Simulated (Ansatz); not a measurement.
We consider AlB2-type HfB2, described by PBEsol-D3(BJ) (PAW; Ansatz, a quantum-chemistry and plane-wave program).

Numerical settings: plane-wave cutoff 520 eV, 24×24×16 k mesh (along the axes of the cell as run), Fermi–Dirac smearing 0.05 eV, scalar-relativistic PAW data made under PBE.

Computed at the level's own relaxed cell.

**Question.** Predict the c axis length, lattice constant a, equilibrium volume per atom and pressure derivative B′ of the bulk modulus.

**Answer.** 
- c axis length: 3.415 Å
- lattice constant a: 3.107 Å
- equilibrium volume per atom: 9.51 Å³/atom
- pressure derivative B′ of the bulk modulus: 3.9

The run finds no gap.

Measured, for comparison: lattice parameter c 3.48 Å, lattice constant a 3.14 Å (temperature not stated, copied from a table, unchecked, not corrected to a static lattice; as tabulated in Journal of Nuclear Materials 21, 14 (1967)); equilibrium volume per atom 9.91 Å³/atom (room temperature, not corrected to a static lattice; as tabulated in Burrage et al. (2022), doi:10.3390/ma15082762). Computed (rounded) less measured: lattice parameter c not scored (unchecked), lattice constant a not scored (unchecked), equilibrium volume per atom -4.0 %. A static lattice is as a rule a little smaller and stiffer than an uncorrected measurement, which narrows the difference in the lattice parameter c, lattice constant a and would widen misses of the other sign.

Note: the bulk modulus comes from volumes at which shape and atoms were relaxed.

Spin–orbit coupling is not included.

Static lattice: no zero-point or thermal effects.

It cost roughly 5 core-minutes of CPU time.
